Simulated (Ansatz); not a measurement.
How far to go with the k-point mesh: ZnAg2SnS4 (Fmm2, 8 atoms in the cell)

```xyz
8
Lattice="-2.7750 2.7750 6.0528 2.7750 -2.7750 6.0528 2.7750 2.7750 -6.0528" Properties=species:S:1:pos:R:3 pbc="T T T"
Zn     0.0000     0.0000     0.0500
Ag     0.0000     2.7750     3.0264
Ag     2.7750     0.0000     3.0264
Sn     0.0000     0.0000     6.0528
S     -1.4168     1.4168     4.6510
S      1.4168     1.4168     7.4546
S      1.4168    -1.4168     4.6510
S      1.3582     1.3582     1.4018
```

Method: PBEsol, default PAW files made with PBE (plane waves; Ansatz, an electronic-structure program).

Base settings: basis.ecutwfc = 420 eV; kpoints.mp_grid.grid = 5 5 5; hamiltonian.xc = pbesol; hamiltonian.pseudopotentials = {kind: paw} (the program's default PAW files); scf.occupations.method = fermi_dirac; scf.occupations.width = 0.01 eV.

Only quantities that move along the ladder and can be compared are tabulated.

The count of work is k-points × plane waves × bands × iterations; it is no time. Core times come from one kind of shared machine, to one figure; runs under 30 s give none.

The starting cell comes from a database of computed structures (which also holds hypothetical and non-ambient phases and stackings), without a prior relaxation at this level. Its lattice was rescaled by up to half a per cent. One atom was moved a little off its site on purpose.

```tsv
kpoints.mp_grid.grid	free energy less the last step's (meV/atom)	largest difference of a force vector from the last step's (eV/Å)	count of work / last	core time / last (rough)
2 2 2	21.00	0.075	0.0085	–
3 3 3	3.41	0.025	0.016	–
4 4 4	0.82	0.009	0.035	–
5 5 5	0.29	0.004	0.053	–
6 6 6	0.13	0.002	0.090	0.09
7 7 7	0.06	0.001	0.12	0.1
8 8 8	0.04	0.001	0.19	0.2
9 9 9	0.02	0.001	0.24	0.2
10 10 10	0.01	0.000	0.33	0.3
11 11 11	0.01	0.000	0.42	0.4
12 12 12	0.00	0.000	0.55	0.6
15 15 15	0.00	0.000	1.0	1
```

Coarsest kpoints.mp_grid.grid that holds the free energy within 0.5 meV/atom of the last step, with all finer ones: 5 5 5, at 0.053 of the last step's count of work; the step before is off by 0.82 meV/atom.

Coarsest kpoints.mp_grid.grid that holds the forces within 0.005 eV/Å of the last step, with all finer ones: 5 5 5, at 0.053 of the last step's count of work; the step before is off by 0.009 eV/Å.

Left out of this page: 1 run of the series stopped by limits of time or memory.

Keys are those of Ansatz 0.2.
